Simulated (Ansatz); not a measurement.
## GaN: alloy series

The reference is GaN in the zinc blende structure (space group F-43m, No. 216).

```yaml
crystal:
  lattice:
    - [0.00000, 2.24896, 2.24896]
    - [2.24896, 0.00000, 2.24896]
    - [2.24896, 2.24896, 0.00000]
  atoms:
    - { symbol: N, position: [0.75000, 0.75000, 0.75000] }
    - { symbol: Ga, position: [0.00000, 0.00000, 0.00000] }
```

The other end (x = 1) is AlN in the zinc blende structure (space group F-43m, No. 216): 10.43 Å³/atom, gap 3.94 eV; this end may not be an ambient phase.

Al replaces a fraction x of Ga; each row is one arrangement (x, atoms in the cell, starting space group or random), fully relaxed.

Method: Ansatz (a first-principles code), r2SCAN, PAW, cutoff 500 eV, scalar-relativistic without spin-orbit coupling.

Candidates:
(a) x(Al) = 0.75, 8 atoms, I-42m
(b) x(Al) = 0.25, 8 atoms, P-43m
(c) x(Al) = 0.25, 8 atoms, Cm
(d) x(Al) = 0.333, 6 atoms, Imm2

Before the change:

- Band gap: 2.17 eV

Q: Order them by band gap, lowest first.

A: (c) x(Al) = 0.25, 8 atoms, Cm (2.72 eV), (b) x(Al) = 0.25, 8 atoms, P-43m (2.82 eV), (d) x(Al) = 0.333, 6 atoms, Imm2 (2.96 eV), (a) x(Al) = 0.75, 8 atoms, I-42m (3.98 eV)

These are small ordered cells, not random alloys; other orderings at the same x differ. Whether these cells are dynamically stable was not tested. This is not the structure that GaN has at room temperature and ambient pressure. This is not the structure that AlN has at room temperature and ambient pressure.
